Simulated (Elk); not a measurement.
Band structure of V₆FeNi (Pm-3, 8 atoms in the cell).

```
V6FeNi
1.0
    4.62972     0.00000     0.00000
    0.00000     4.62972     0.00000
    0.00000     0.00000     4.62972
V Fe Ni
6 1 1
Cartesian
  0.00000   2.31486   3.46261
  0.00000   2.31486   1.16711
  3.46261   0.00000   2.31486
  1.16711   0.00000   2.31486
  2.31486   3.46261   0.00000
  2.31486   1.16711   0.00000
  2.31486   2.31486   2.31486
  0.00000   0.00000   0.00000
```

Method: Elk with PBEsol, all-electron FP-LAPW, Elk's shipped species files, default APW+lo basis.

Settings: xctype = 22; rgkmax = 7; stype = 3; swidth = 0.00367493 Ha; ngridk = 5 5 5; rmtscf = 0.85.

The starting cell comes from a database of computed structures (which also holds hypothetical and non-ambient phases and stackings), without a prior relaxation at this level. Spin polarisation is off. Values depend on the basis (sphere radii, cutoffs, local orbitals), which need not be converged.

Levels in eV from the Fermi level, bands 52 to 59:
```json
[
 {"point": "Γ", "52": "-1.09", "53": "-1.09", "54": "-1.09", "55": "-0.87", "56": "-0.87", "57": "0.48", "58": "0.48", "59": "0.71"},
 {"point": "X", "52": "-0.32", "53": "-0.30", "54": "-0.26", "55": "-0.20", "56": "-0.07", "57": "0.07", "58": "0.43", "59": "0.48"},
 {"point": "M", "52": "-0.90", "53": "-0.24", "54": "-0.16", "55": "0.22", "56": "0.33", "57": "0.38", "58": "0.89", "59": "0.90"},
 {"point": "R", "52": "-0.73", "53": "-0.51", "54": "-0.51", "55": "-0.51", "56": "0.67", "57": "0.67", "58": "0.67", "59": "1.14"}
]
```

Bands cross the Fermi level along this path, so the cell is metallic at this level.
